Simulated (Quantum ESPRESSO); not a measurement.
Troubleshooting Quantum ESPRESSO: a failed run on Y2S2O (P2_1/c, 20 atoms in the cell). The aim is a self-consistent single point with DFT, PBEsol, plane waves, GBRV 1.5 ultrasoft (PBESOL) pseudopotentials.

Cell that was meant: a = 8.2803 Å, b = 6.8937 Å, c = 6.8691 Å, α = 90.00°, β = 99.52°, γ = 90.00°.

Part of the input:

```fortran
   ecutwfc = 40
   ecutrho = 320
   occupations = 'fixed'
   nbnd = 85
   tot_charge = -1
/
&electrons
   conv_thr = 1.0e-11
```

Log, with long lists cut:

```
     Self-consistent Calculation

     iteration #  1     ecut=    40.00 Ry     beta= 0.40

     WARNING: integrated charge=   160.60000000, expected=   161.00000000

 %%%%%%%%%%%%%%%%%%%%%%%%%%%%%%%%%%%%%%%%%%%%%%%%%%%%%%%%%%%%%%%%%%%%%%%%%%%%%%
     Error in routine electrons (1):
     charge is wrong: smearing is needed
 %%%%%%%%%%%%%%%%%%%%%%%%%%%%%%%%%%%%%%%%%%%%%%%%%%%%%%%%%%%%%%%%%%%%%%%%%%%%%%

     stopping ...
```

Read the log: what does the program object to, and what is the fix?

The fault is an unintended net charge; here the program stops on it instead of giving results. To fix it, remove the charge. The program stopped with an error at about iteration 1.

An input that runs soundly differs in these lines (not the only fix; some lines may just follow from the change or write a value another way):
```diff
-   nbnd = 85
-   tot_charge = -1
+   nbnd = 84
```

With that input, the run converged in 18 iterations: free energy E − TS -14498.9005 eV; top of the valence band (on the code's own zero) 8.65 eV; gap on the k-point mesh 2.46 eV; pressure -3.23 GPa; largest force (vector length) 0.073 eV/Å (DFT, PBEsol, plane waves, GBRV 1.5 ultrasoft (PBESOL) pseudopotentials).

On the sound input: the starting cell comes from a database of computed structures (which also holds hypothetical and non-ambient phases and stackings), without a prior relaxation at this level. Its lattice was rescaled by a random factor within 2.5 % of one. With a pressure of about -3 GPa the cell is away from its equilibrium volume at this level.
